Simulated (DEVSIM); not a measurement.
System: Schottky contact on p-type Si, at 300 K.

Layer 1 from the left is Si, thickness (μm) 17.0, Na (cm⁻³) 1.2e17, τn (s) 7.1e-6, τp (s) 7.1e-6. Layer 2 from the left is Si, thickness (μm) 38.0, Na (cm⁻³) 2.9e18, τn (s) 7.1e-6, τp (s) 7.1e-6.

Left contact: Schottky, work function 4.354 eV, emission velocity 1.1e7 cm/s. Right contact: ohmic. Voltage is applied to the left contact. Recombination: SRH at mid-gap, radiative, Auger. Mobility is constant in doping.

The device is made up for the run: typed textbook-type constants, with dimensions and the other settings drawn at random. Values at 300 K.

Si: gap (eV) 1.124, affinity (eV) 4.05, permittivity 11.7, Nc (cm⁻³) 2.86e19, Nv (cm⁻³) 3.1e19, μn (cm²/Vs) 1417, μp (cm²/Vs) 470, B (cm³/s) 4.7e-15, Cn (cm⁶/s) 2.8e-31, Cp (cm⁶/s) 9.9e-32.

Model (solved in DEVSIM): 1D drift-diffusion, Boltzmann statistics, complete ionisation; no tunnelling, impact ionisation, image-force lowering or self-heating. Metal contacts follow the ideal Schottky-Mott rule: no Fermi-level pinning, no interface dipoles.

Dark forward current:

```
|V| (V)  |J| (A/cm²)
-------  -----------
0.05        4.673e-6
0.10        3.676e-5
0.15       0.0002570
0.20        0.001767
0.25         0.01211
0.30         0.08268
0.35          0.5610
0.40           3.710
0.45           21.69
0.50           86.93
0.55           214.0
0.60           382.2
0.65           572.9
0.70           776.7
0.75           988.7
0.80            1206
0.85            1428
0.90            1652
0.95            1879
1.00            2107
```

Task: Work out the local ideality factor n = ΔV / (kT/q · ln(J2/J1)) between the rows 0.15 and 0.20 V, 0.95 and 1.00 V.

Result: kT/q = 25.85 mV. From 0.15 to 0.20 V: ln(0.001767/0.0002570) = 1.928, n = 1.00, near the 1 of diffusion or emission over a barrier. From 0.95 to 1.00 V: ln(2107/1879) = 0.115, n = 16.89; the layers' resistance at their doping, Σ W/(qμN) = 0.00021 Ω cm², would take 47 mV of this step of 50 mV.

Task: Estimate the current at 0.25 V for emission alone, J0 = q v N_band exp(−φB/kT), and read the barrier back from the simulated current.

Result: φB = 0.820 eV, N_band = 3.10e19 cm⁻³, J0 = 9.14e-7 A/cm²; J = J0 (exp(qV/kT) − 1) = 0.0145 A/cm². The simulation gives 0.0121 A/cm²; the estimate lies 20 % above. Read backwards, the simulated current gives an apparent barrier of 0.825 eV. The estimate leaves out transport through the depletion region and minority injection.
